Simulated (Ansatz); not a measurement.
Data:

```
ScAl3
1.0
    4.08695     0.00000     0.00000
    0.00000     4.14826     0.00000
    0.00000     0.00000     4.08695
Al Sc
3 1
Cartesian
  0.00000   2.07413   2.04348
  2.04348   2.07413   0.00000
  2.04348   0.00000   2.04348
  0.00000   0.00000   0.00000
```

No spin polarisation.

Level of theory: r2SCAN (Ansatz, a first-principles code), spin-orbit coupling left out, earlier PAW set. k-mesh 14×14×14 (Γ-centred); smearing 0.1 eV (Fermi–Dirac).

Predict the space group.

P4/mmm (No. 123).

What band gap does the calculation give?

Zero.

What is the computed pressure (mean of the normal stresses, compression positive)?

-1.3 GPa.

The cells carry an imposed strain or load. Whether these cells are dynamically stable was not tested. The final runs are not spin-polarised. The cell was made from ScAl$_{3}$ in the Cu3Au type structure (space group Pm-3m, No. 221) by this change: uniaxial strain ε_yy = +1.50 %.
